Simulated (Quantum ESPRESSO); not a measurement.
Quantum ESPRESSO run on MnBr2 (R-3m, 3 atoms in the cell): self-consistent single point.

Level of theory: LDA (PW92), PseudoDojo standard norm-conserving (LDA) pseudopotentials (plane waves; Quantum ESPRESSO 7.5).

The change in words: lattice scaled by 0.98. Reference geometry:
```
MnBr2
1.0
    1.93725    -1.11847     6.60320
    0.00000     2.23694     6.60320
   -1.93725    -1.11847     6.60320
Mn Br
1 2
Cartesian
  0.00000   0.00000   0.00000
  0.00000   0.00000  14.71075
  0.00000   0.00000   5.09885
```
Moments meant for the start (each program seeds them in its own way; μB, in the order of the atoms Mn Br Br): 4.0 0.0 0.0.

Reference input (self-consistent single point, DFT, LDA (PW92), plane waves, PseudoDojo standard norm-conserving (LDA) pseudopotentials): ecutwfc = 100 Ry; occupations = smearing; smearing = fd; degauss = 0.00147 Ry; nspin = 2; potentials = {Mn: Mn.upf, Br: Br.upf}; K_POINTS = automatic 5 5 5 0 0 0; conv_thr = 1e-10 Ry; mixing_beta = 0.4. This run's input differs from it in these lines:

```diff
@@ -10,4 +10,4 @@
    ibrav = 5
-   celldm(1) = 13.1748213576
-   celldm(4) = 0.845577822289
+   celldm(1) = 12.9113251025
+   celldm(4) = 0.845577811377
    nat = 3
```

Log, with long lists cut:

```
     Self-consistent Calculation

     iteration #  1     ecut=   100.00 Ry     beta= 0.40

     Threshold (ethr) on eigenvalues was too large:
     Diagonalizing with lowered threshold

     total energy              =    -280.83458590 Ry
     estimated scf accuracy    <       0.08673209 Ry

     total magnetization       =     5.00 Bohr mag/cell
     absolute magnetization    =     5.00 Bohr mag/cell

     iteration #  2     ecut=   100.00 Ry     beta= 0.40

     total energy              =    -280.85195619 Ry
     estimated scf accuracy    <       0.03494440 Ry

     total magnetization       =     5.00 Bohr mag/cell
   [... lines left out ...]

   [... 5 blocks of this kind left out ...]

     iteration #  9     ecut=   100.00 Ry     beta= 0.40

     total energy              =    -280.86151171 Ry
     estimated scf accuracy    <          6.4E-09 Ry

     total magnetization       =     5.00 Bohr mag/cell
     absolute magnetization    =     5.00 Bohr mag/cell

     iteration # 10     ecut=   100.00 Ry     beta= 0.40

     Magnetic moment per site  (integrated on atomic sphere of radius R)
     atom   1 (R=0.159)  charge= 13.2797  magn=  4.3388
     atom   2 (R=0.159)  charge=  5.1107  magn=  0.1280
     atom   3 (R=0.159)  charge=  5.1107  magn=  0.1280
     End of self-consistent calculation

     the Fermi energy is     5.3259 ev

!    total energy              =    -280.86151171 Ry
     estimated scf accuracy    <          9.2E-11 Ry
     smearing contrib. (-TS)   =      -0.00000000 Ry
     internal energy E=F+TS    =    -280.86151171 Ry

     total magnetization       =     5.00 Bohr mag/cell
     absolute magnetization    =     5.00 Bohr mag/cell

     convergence has been achieved in  10 iterations

     Forces acting on atoms (cartesian axes, Ry/au):

     atom    1 type  1   force =    -0.00000000   -0.00000000   -0.00000000
     atom    2 type  2   force =    -0.00000000   -0.00000000   -0.00124294
     atom    3 type  2   force =     0.00000000   -0.00000000    0.00124294

     Total force =     0.001758     Total SCF correction =     0.000002

          total   stress  (Ry/bohr**3)                   (kbar)     P=      -13.32
  -0.00009996   0.00000000  -0.00000000          -14.71        0.00       -0.00
   0.00000000  -0.00009996  -0.00000000            0.00      -14.71       -0.00
  -0.00000000  -0.00000000  -0.00007165           -0.00       -0.00      -10.54

   JOB DONE.
```

The run converged in 10 iterations. Against the reference run the free energy drops by 26.3 meV/atom, the pressure goes from -3.56 to -1.33 GPa, the largest force goes from 0.394 to 0.032 eV/Å, the gap on the mesh goes from 1.249 to 1.014 eV and the size of the net moment stays at 1.67 μB/atom.

The starting cell comes from a database of computed structures (which also holds hypothetical and non-ambient phases and stackings), without a prior relaxation at this level. For this run, on top of that: lattice scaled by 0.98. With one magnetic atom in the cell only a parallel order is possible.

Cost on one core of a shared machine: roughly 8 min.
